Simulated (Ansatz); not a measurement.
CsCl-type NiAl

These are PBE-D4 (plane waves, PAW; Ansatz, a first-principles code) values and carry that method's errors.

Run with plane-wave cutoff 520 eV, 20×20×20 k mesh, Fermi–Dirac smearing 0.05 eV, no spin polarisation, scalar-relativistic PAW data made under PBE.

Cell (relaxed at this level):

AlNi is modelled in the cubic space group Pm-3m (No. 221), the CsCl type structure, Pearson symbol cP2. Conventional cell: a = b = c = 2.861 Å, α = β = γ = 90.00°. Al on 1b is coordinated by 8 Ni at 2.478 Å and 6 Al at 2.861 Å. Ni on 1a is surrounded by 8 Al at 2.478 Å and 6 Ni at 2.861 Å. (Neighbours: up to the widest gap in distance over summed covalent radii, below 1.35, at either atom.)

```json
{
  "bulk_modulus": "172 GPa",
  "band_gap": "zero (no gap)",
  "pressure derivative B′ of the bulk modulus": "4.6"
}
```

Measured, for comparison: bulk modulus 156 GPa (room temperature, not corrected to a static lattice; as tabulated in Yamada et al. (2019), arXiv:1910.09660). Computed (rounded) less measured: bulk modulus +10 %.

Computed values are for the static lattice.

It cost roughly 60 core-seconds of CPU time.
